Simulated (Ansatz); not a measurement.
## A computed series for Cu: response to strain

The parent structure is Cu in the fcc (Cu type) structure (space group Fm-3m, No. 225; a = 3.5184 Å; relaxed with 0.1 eV smearing). Axes: x, y, z lie along the cube axes.

Strains are applied to the cell and any free atomic positions relax; under biaxial strain the out-of-plane vector relaxes too.

Method: LDA (Ansatz, an electronic-structure program, PAW, no SOC).

Candidates:
(a) biaxial strain −2.50 %, plane normal [001], relaxed out of plane
(b) biaxial strain +2.00 %, plane normal [001], relaxed out of plane
(c) biaxial strain +3.00 %, plane normal [001], relaxed out of plane

Task: Order them by out-of-plane strain, highest first.

Result: (a) biaxial strain −2.50 %, plane normal [001], relaxed out of plane (+3.44 %), (b) biaxial strain +2.00 %, plane normal [001], relaxed out of plane (-2.93 %), (c) biaxial strain +3.00 %, plane normal [001], relaxed out of plane (-4.49 %)

Whether these cells are dynamically stable was not tested. All final runs are without spin polarisation.
